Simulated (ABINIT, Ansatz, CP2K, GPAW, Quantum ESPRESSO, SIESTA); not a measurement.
**Code comparison for Na (Im-3m, 1 atom in the cell)**

Self-consistent single point.

```
CELL_PARAMETERS angstrom
     -2.08298     2.08298     2.08298
      2.08298    -2.08298     2.08298
      2.08298     2.08298    -2.08298
ATOMIC_POSITIONS crystal
  Na 0.00000 0.00000 0.00000
```

All programs got the same cell, k-point mesh and kind of occupations (in Ansatz's words: kpoints.mp_grid.grid = 8 8 8; scf.occupations.method = fermi_dirac; scf.occupations.width = 0.1 eV); potentials, basis and cutoffs are each program's usual ones.

```
code                                                                                                                                model  pressure (GPa)  k-points       cutoff
----------------  -----------------------------------------------------------------------------------------------------------------------  --------------  --------  -----------
Ansatz                                                                                                             PBE, default PAW files            0.22        29      default
Quantum ESPRESSO                                                                        PBE, SSSP 1.1.2 efficiency (PBE) pseudopotentials            0.24        29        40 Ry
SIESTA            GGA PBE, numerical atomic orbitals DZP, PseudoDojo PBE standard norm-conserving potentials (rewritten from UPF to PSML)            0.60       296  grid 300 Ry
CP2K                                                              PBE, GPW, DZVP-MOLOPT-SR-GTH basis, GTH-PBE potentials (GTH_POTENTIALS)            0.56       260  grid 950 Ry
ABINIT                                                           PBE, norm-conserving pseudopotentials (PseudoDojo nc-sr-05 PBE standard)            0.24        29      1197 eV
GPAW                                                                                         PBE, GPAW PAW datasets PBE (gpaw-data 1.0.1)            0.24        29       800 eV
```

The spread over the programs that give each value: pressure within 0.38 GPa.

The starting cell comes from a database of computed structures (which also holds hypothetical and non-ambient phases and stackings), without a prior relaxation at this level. Its lattice was rescaled by a random factor within 2.5 % of one.

Q: Why do the programs differ, and what cannot be compared?

A: Differences of this kind can come from the potentials, where these differ, and from what each basis and cutoff leave unconverged. The valence holds different numbers of electrons (Ansatz (a quantum-chemistry and plane-wave program) 9, Quantum ESPRESSO 9, SIESTA 9, CP2K 9, ABINIT 9, GPAW 7). The zero of total energies and Fermi levels follows the potentials and each program's conventions, so they are not compared here. SIESTA and CP2K use small atom-centred bases, whose incompleteness enters pressures, forces and empty levels differently from a plane-wave cutoff. Ansatz's pressure is given at a fixed set of plane waves, as the other plane-wave codes print theirs. The programs reduce the same mesh by symmetry to different extents, which changes the work and not the result.

Left out of this page: Elk and FLEUR (not drawn, or without a comparable value).

Keys are those of Ansatz 0.2.
